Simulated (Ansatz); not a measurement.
C under load (space group Fd-3m), PBE, rigid bands (Ansatz, an electronic-structure program). Condition of this run: hydrostatic pressure of 66 GPa (compression positive) (the target of the relaxation). Band gap 4.44 eV, N_c = 5.84e19 cm⁻³ and N_v = 4.12e19 cm⁻³ at 300 K, conductivity masses of 0.407 mₑ (electrons) and 0.495 mₑ (holes). Take k_BT = 0.02585 eV.

**Question.** Find the intrinsic carrier density and the intrinsic Fermi level.

**Answer.** n_i = √(N_c N_v) exp(−E_g/2k_BT) = 4.91e19 × exp(−85.87) = 2.5e-18 cm⁻³. The level lies (k_BT/2) ln(N_v/N_c) = -5 meV from mid-gap (positive towards the conduction band). Each 0.1 eV added to the gap lowers n_i by a factor of 6.9.

**Question.** What built-in voltage has an abrupt junction with N_A = 1e16 and N_D = 1e18 cm⁻³, all dopants ionised?

**Answer.** V_bi = E_g/e − (k_BT/e) ln(N_c N_v/(N_A N_D)) = 4.44 − 0.02585 × 12.39 = 4.12 V, for the computed gap.

**Question.** A film of it is 5 nm thick. Estimate the confinement energies in an infinite well.

**Answer.** ħ²π²/(2m t²) = 0.376 eV·nm²/(m/mₑ × t²) gives 37.0 meV for electrons and 30.4 meV for holes, so the gap would widen to about 4.51 eV. Finite barriers and nonparabolic bands lower this, and with several valleys or bands the heaviest mass along the normal sets the lowest level, not this average.

Rigid bands with the computed gap; masses take one relaxation time for all states. Spin-orbit coupling is left out. Geometry: cell and atoms relaxed with PBEsol.
